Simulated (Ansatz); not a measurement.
bcc Tl (high-temperature phase) was calculated with PBEsol in Ansatz (PAW).

Settings: plane-wave cutoff 520 eV, 20×20×20 k mesh, Fermi–Dirac smearing 0.05 eV, scalar-relativistic PAW data made under PBE.

Cell (relaxed at this level):

```xyz
1
Lattice="-1.9265 1.9265 1.9265 1.9265 -1.9265 1.9265 1.9265 1.9265 -1.9265" Properties=species:S:1:pos:R:3 pbc="T T T"
Tl     0.0000     0.0000     0.0000
```

Q: Predict the bulk modulus.

A: 
- bulk modulus: 36.1 GPa

The run finds no gap.

Note: the bulk modulus is −V dP/dV from two relaxed cells at ±2 % in volume; symmetry holds this phase in the static calculation, where it need not be a minimum; held by symmetry at 0 K, a high-temperature phase can be a saddle point.

Spin–orbit coupling is not included; it can shift volumes and moduli of such heavy elements.

The result took very roughly 50 core-seconds.

Ansatz is a program for electronic structure.
